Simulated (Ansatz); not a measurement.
An Ansatz (a first-principles code) run: hypothetical P4_2/mnm ZnS with a change (pressure 3 GPa); PBE, PAW, 420 eV (Ansatz; no spin-orbit coupling).

Input:

Ansatz 0.2 input:
```yaml
crystal:
  lattice:
    - [6.5701098278, 0, 0]
    - [0, 6.5701098278, 0]
    - [0, 0, 3.8441355769]
  atoms:
    - { symbol: Zn, position: [0.3249544263, 0.6750455737, 0] }
    - { symbol: Zn, position: [0.6750455737, 0.3249544263, 0] }
    - { symbol: Zn, position: [0.8249544263, 0.8249544263, 0.5] }
    - { symbol: Zn, position: [0.1750455737, 0.1750455737, 0.5] }
    - { symbol: S, position: [0.3134704264, 0.3134704264, 0] }
    - { symbol: S, position: [0.6865295736, 0.6865295736, 0] }
    - { symbol: S, position: [0.1865295736, 0.8134704264, 0.5] }
    - { symbol: S, position: [0.8134704264, 0.1865295736, 0.5] }
basis: { ecutwfc: 420, ecutrho_ratio: 4, xc_grid: 2, fft_grid_basis: typed }
kpoints: { mp_grid: { grid: [5, 5, 9] } }
hamiltonian:
  xc: pbe
  dispersion: none
  pseudopotentials: { kind: paw }
scf: { occupations: { method: fermi_dirac, width: 0.05 } }
relax: { f_tol: 0.01, max_steps: 60, cell: { stress_tol: 0.02, p_target: 3.0 } }
output: { forces: true, stress: true }
checkpoint: { write: state.ck, write_every: 1000 }
```

Output (explanatory and most iteration lines left out):

```
Relaxation: its limit of steps is 60 (relax.max_steps)
Pseudopotential: Zn, paw, valence charge 12
Pseudopotential: S, paw, valence charge 6
Crystal: 8 atoms, lattice volume = 165.937 Å³
Basis set: ecut = 420 eV, 3233 PW (Γ), exchange–correlation on 90×90×54 points (8 copies of the dense FFT grid, shifted against one another)
Bands: 44, of which v1, the nominal top of the filled ones, is band 36 counted from 1 (35 counted from 0)
Symmetry: 16 space group operations
Space group: P42/mnm (ITA 136), of the structure as read, at distance tolerance 5.5e-5 Å
k-points: 30 of 225
Functional: x = pbe(κ = 0.804, μ = 0.2195149727645171), c = pbe(β = 0.06672455060314922)
SCF iter   1: F=—  HF=-16890.592288 eV  |F-HF|=—  |Δ(HF+E_count)|=         —  Δρ=9.19e-4  dr2=8.98e-4  ethr=1.77e-3  ⟨swp⟩=9.5  Hψ=6487  notcnv=0
SCF iter   2: F=—  HF=-16890.592449 eV  |F-HF|=—  |Δ(HF+E_count)|=   1.61e-4  Δρ=6.04e-4  dr2=4.76e-4  ethr=1.25e-6  ⟨swp⟩=2.9  Hψ=2761  notcnv=0  defer=2
SCF 1 converged in 7 iterations: F = -16890.592649 eV  dr2 = 9.99e-9
relax step   1: F+E_penalty+E_count = -16890.59264908 eV  Δ(F+E_penalty+E_count) = +0.000e0 eV  max|allowed force component| = 3.397e-4 eV/Å  Δτ_max = 0.0000 Å  P = +1.501 GPa  Ω = 165.937 Å³  (7 SCF iters, dr2 threshold 1.00e-7 eV, accepted)
[... steps on the carried basis left out ...]
relax step   5: F+E_penalty+E_count = -16890.54487661 eV  Δ(F+E_penalty+E_count) = +1.314e-3 eV  max|allowed force component| = 3.173e-3 eV/Å  Δτ_max = 0.0000 Å  P = +3.006 GPa  Ω = 162.519 Å³  stress off target by 1.58e-2 GPa  SCF on the basis re-selected at this cell (its energy is not comparable with the rows above)  (6 SCF iters)
SCF converged after 6 iterations
Free energy (F): -16890.544877 eV
Internal energy: -16890.544877 eV  (E = F + TS)
E sigma→0 (E₀):  -16890.544877 eV
Fermi energy:    6.632365 eV
--- Forces (eV/Å), atoms counted from 1 ---
  atom   1  Zn    -0.00082816     0.00082816     0.00000000
  atom   2  Zn     0.00082816    -0.00082816     0.00000000
  atom   3  Zn    -0.00082816    -0.00082816     0.00000000
  atom   4  Zn     0.00082816     0.00082816     0.00000000
  atom   5  S     -0.00317253    -0.00317253     0.00000000
  atom   6  S      0.00317253     0.00317253     0.00000000
  atom   7  S      0.00317253    -0.00317253     0.00000000
  atom   8  S     -0.00317253     0.00317253     0.00000000
--- Stress (GPa, compression-positive) ---
        3.015849       0.000000       0.000000
        0.000000       3.015849       0.000000
        0.000000       0.000000       2.985182
  P = ⅓ Tr σ = 3.0056 GPa (30.056 kbar)
--- Relaxed structure (4 steps of the walk, 4 accepted, 1 SCFs on fresh bases) ---
  cell:  # Å, volume = 162.5188 Å³
    - [6.513780962348674, 0.0, 0.0]
    - [0.0, 6.513780962348674, 0.0]
    - [0.0, 0.0, 3.8303395843515857]
  atoms:
    - { symbol: Zn, position: [0.325023604461909, 0.6749763955380909, 0.0] }
    - { symbol: Zn, position: [0.6749763955380909, 0.325023604461909, 0.0] }
    - { symbol: Zn, position: [0.8250236044619093, 0.8250236044619093, 0.5] }
    - { symbol: Zn, position: [0.17497639553809097, 0.17497639553809097, 0.5] }
    - { symbol: S, position: [0.31267099609882515, 0.31267099609882515, 0.0] }
    - { symbol: S, position: [0.687329003901175, 0.687329003901175, 0.0] }
    - { symbol: S, position: [0.1873290039011749, 0.812670996098825, 0.5] }
    - { symbol: S, position: [0.812670996098825, 0.1873290039011749, 0.5] }
```

Load acts through the strain it causes; cell and atoms are relaxed under it. Whether these cells are dynamically stable was not tested. The cell was made from ZnS (space group P4_2/mnm, No. 136; a hypothetical phase, not in the database extracts checked) by this change: pressure 3 GPa.
